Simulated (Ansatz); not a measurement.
C11b MoSi2 was calculated with Hartree–Fock (plane waves, PAW; Ansatz, a program for electronic structure).

Total energies, extrapolated to zero smearing (they compare only within this program, potentials and cutoff):

| system | energy (eV/atom) |
|---|---|
| C11b MoSi2, relaxed | -2050.1190 |
| diamond-structure Si | -623.7722 |
| bcc Mo | -4902.5347 |

**Question.** Work out the formation enthalpy per atom.

**Answer.** ΔH_f ≈ ΔE = -2050.1190 − [2 × (-623.7722) + 1 × (-4902.5347)]/3 = -0.093 eV/atom (0 K, no vibrations). The reference value is -0.496 ± 0.02 eV/atom (measured, 298 K, copied from a table, unchecked, no zero-point or thermal correction; as tabulated in Wang et al. (2021), doi:10.1038/s41598-021-94550-5), a difference of +0.403 eV/atom.

The PAW data were made under PBE.
